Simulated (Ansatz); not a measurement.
**ZrS2: pressure series**

The reference is ZrS2 in the CdI2 type structure (space group P-3m1, No. 164; a = 3.6348 Å, c = 5.7202 Å; layered, stacked along the Cartesian z axis).

Cell and atoms are relaxed at each pressure.

Level of theory: PBE-D3(BJ) (Ansatz, a program for electronic structure), no SOC.

Notes on the quantities. enthalpy: H = E + PV relative to the base's energy.

| change | band gap | enthalpy | volume per atom |
|---|---|---|---|
| base | 0.66 eV | – | 21.82 Å³ |
| pressure −1 GPa | 0.83 eV | -0.14 eV/atom | 22.62 Å³ |
| pressure 0.9 GPa | 0.54 eV | +0.12 eV/atom | 21.30 Å³ |
| pressure 2.1 GPa | 0.40 eV | +0.28 eV/atom | 20.75 Å³ |
| pressure 4.5 GPa | 0.18 eV | +0.58 eV/atom | 19.91 Å³ |
| pressure 9 GPa | zero | +1.13 eV/atom | 18.79 Å³ |
| pressure 15 GPa | zero | +1.81 eV/atom | 17.68 Å³ |
| pressure 22.5 GPa | zero | +2.61 eV/atom | 16.62 Å³ |
| pressure 30 GPa | zero | +3.37 eV/atom | 15.76 Å³ |

A case with no gap was solved on a k-mesh chosen for an insulator, which is coarse for it. Load acts through the strain it causes; cell and atoms are relaxed under it. No phonon test of stability was made. Competing high-pressure phases were not computed. All final runs are without spin polarisation. A zero or small gap of ZrS2 under pressure 4.5 GPa, ZrS2 under pressure 9 GPa, ZrS2 under pressure 15 GPa and ZrS2 under pressure 22.5 GPa can be the functional's error rather than a property of the material.
